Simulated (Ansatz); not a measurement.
K3GaF6 (Fm-3m, No. 225, 10 atoms in the cell; start COD 2108655; high-temperature phase), treated with PBEsol (plane waves, PAW; Ansatz, a program for electronic structure).

Run with plane-wave cutoff 520 eV, 8×8×8 k mesh, Fermi–Dirac smearing 0.01 eV, scalar-relativistic PAW data made under PBE.

Cell (relaxed at this level):

GaK3F6 is taken in the cubic space group Fm-3m (No. 225), Pearson symbol cF40. Lattice parameters: a = 8.711 Å, b = 8.711 Å, c = 8.711 Å, α = 90.00°, β = 90.00°, γ = 90.00°. Ga on 4b sees 6 F at 1.899 Å (octahedral). K1 on 4a has 6 F at 2.457 Å (octahedral). K2 on 8c is coordinated by 12 F at 3.092 Å. F on 24e sees 1 Ga at 1.899 Å and 1 K at 2.457 Å and 4 K at 3.092 Å (octahedral). (Neighbours: up to the widest gap in distance over summed covalent radii, below 1.35, at either atom; cation-cation and far metal-metal contacts left out.)
(The calculation used a cell of 10 atoms; values per cell refer to that cell.)

Task: Predict the band gap and bulk modulus B0.

Result: 
- band gap: 5.99 eV (on the SCF k mesh)
- bulk modulus B0: 40.9 GPa

Note: the relaxation could not lower the start's symmetry, so the cell can be a saddle point above a distorted one; the bulk modulus is −V dP/dV from two relaxed cells at ±2 % in volume.

Spin–orbit coupling is not included.

Static lattice: no zero-point or thermal effects.

The result took about 110 core-seconds (a rough figure).
